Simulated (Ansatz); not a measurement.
Take YP in the zinc blende structure (space group F-43m, No. 216; a = 6.289 Å; a hypothetical phase, not in the database extracts checked) as the base.

Level of theory: DFT with r2SCAN, PAW potentials and a 500 eV plane-wave cutoff in Ansatz (a program for electronic structure), no spin-orbit coupling.

One change was made to it. Results:

```tsv
quantity	base	after
width of the top valence band	0.82 eV	1.25 eV
band gap	1.94 eV	1.68 eV
volume per atom	31.09 Å³	25.89 Å³
```

Q: Name the change that was made.
A) pressure −1 GPa
B) pressure 0.9 GPa
C) pressure 15 GPa

A: C, pressure 15 GPa. For comparison, the band gap in the other runs: pressure −1 GPa gives 1.95 eV; pressure 0.9 GPa gives 1.92 eV.

Load acts through the strain it causes; cell and atoms are relaxed under it. Stability against distortions was not tested. Competing high-pressure phases were not computed.
